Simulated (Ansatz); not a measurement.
MgS (model structure, started from the HgTe type, Fm-3m, No. 225, 6 atoms in the cell) was calculated with r²SCAN+rVV10 in Ansatz (plane waves, PAW).

Settings: plane-wave cutoff 560 eV, 12×12×4 k mesh (along the axes of the cell as run), Fermi–Dirac smearing 0.01 eV, scalar-relativistic PAW data made under PBE.

Cell (relaxed at this level):

Space group Fm-3m (No. 225); a = 5.1893 Å, b = 5.1893 Å, c = 5.1893 Å, α = 90.00°, β = 90.00°, γ = 90.00°

| atom | site | symmetry | x | y | z |
|---|---|---|---|---|---|
| Mg | 4a | m-3m | 0.0000 | 0.0000 | 0.0000 |
| S | 4b | m-3m | 0.5000 | 0.5000 | 0.5000 |
(The calculation used a cell of 6 atoms; values per cell refer to that cell.)

Estimate the band gap and Γ–Γ gap that the calculation returns.


- band gap = 3.45 eV (on the SCF k mesh)
- Γ–Γ gap = 4.67 eV

Static lattice: no zero-point or thermal effects.

A model structure was made by putting elements into a prototype or built by hand; here it ended with the formula and space group of a phase in our tables.

Ansatz is a program for electronic structure.
